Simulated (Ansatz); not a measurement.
# ZrS2 in the CdI2 type structure (space group P-3m1, No. 164; layered, stacked along the Cartesian z axis)

```cif
data_S2Zr
_chemical_formula_sum 'Zr1 S2'
_space_group_name_H-M_alt 'P-3m1'
_space_group_IT_number 164
_space_group_name_Hall '-P 3 2"'
_cell_length_a 3.67430
_cell_length_b 3.67430
_cell_length_c 5.86030
_cell_angle_alpha 90.000
_cell_angle_beta 90.000
_cell_angle_gamma 120.000
loop_
_atom_site_label
_atom_site_type_symbol
_atom_site_symmetry_multiplicity
_atom_site_Wyckoff_symbol
_atom_site_fract_x
_atom_site_fract_y
_atom_site_fract_z
_atom_site_occupancy
Zr1 Zr 1 a 0.00000 0.00000 0.00000 1
S1 S 2 d 0.33333 0.66667 0.24615 1
```

Level of theory: DFT with r2SCAN+rVV10, PAW potentials and a 500 eV plane-wave cutoff in Ansatz (an electronic-structure program), spin-orbit coupling left out. Settings: 10×10×6 k-points, 0.05 eV Fermi–Dirac smearing.

| Property | Value |
|---|---|
| Volume per atom | 22.84 Å³ |
| Density | 3.77 g/cm³ |
| Band gap | 1.17 eV, indirect, K–Γ (87 % along) → L |
| Total energy | -2003.152 eV/atom (σ→0; compares only within this code and set-up) |

Stability against distortions was not tested.
